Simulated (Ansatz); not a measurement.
## MoTe₂ in the 2H-MoS2 type structure (space group P6_3/mmc, No. 194; layered, stacked along the Cartesian z axis)

```cif
data_Mo2Te4
_chemical_formula_sum 'Mo2 Te4'
_space_group_name_H-M_alt 'P 1'
_space_group_IT_number 1
_cell_length_a 3.54214
_cell_length_b 3.54214
_cell_length_c 14.18192
_cell_angle_alpha 90.000
_cell_angle_beta 90.000
_cell_angle_gamma 120.000
loop_
_space_group_symop_operation_xyz
  'x, y, z'
loop_
_atom_site_label
_atom_site_type_symbol
_atom_site_fract_x
_atom_site_fract_y
_atom_site_fract_z
_atom_site_occupancy
Mo1 Mo 0.33333 0.66667 0.75000 1
Mo2 Mo 0.66667 0.33333 0.25000 1
Te1 Te 0.33333 0.66667 0.12347 1
Te2 Te 0.66667 0.33333 0.62347 1
Te3 Te 0.66667 0.33333 0.87653 1
Te4 Te 0.33333 0.66667 0.37653 1
```

Method: r2SCAN+rVV10/PAW in Ansatz (a program for electronic structure), no spin-orbit coupling. Settings: 11×11×3 k-points, 0.05 eV Fermi–Dirac smearing.

| Quantity | Value |
|---|---|
| Volume per atom | 25.68 Å³ |
| Density | 7.57 g/cm³ |
| Band gap | 0.87 eV, indirect, Γ → K–Γ (40 % along) |
| Hole mass | 1.8 mₑ along c, 1.2 mₑ across |
| Total energy | -6317.564 eV/atom (σ→0; compares only within this code and set-up) |

With Te present, leaving out spin-orbit coupling can change the band edges. Masses are band curvatures over ±0.01 Å⁻¹ around the edge. Whether these cells are dynamically stable was not tested.
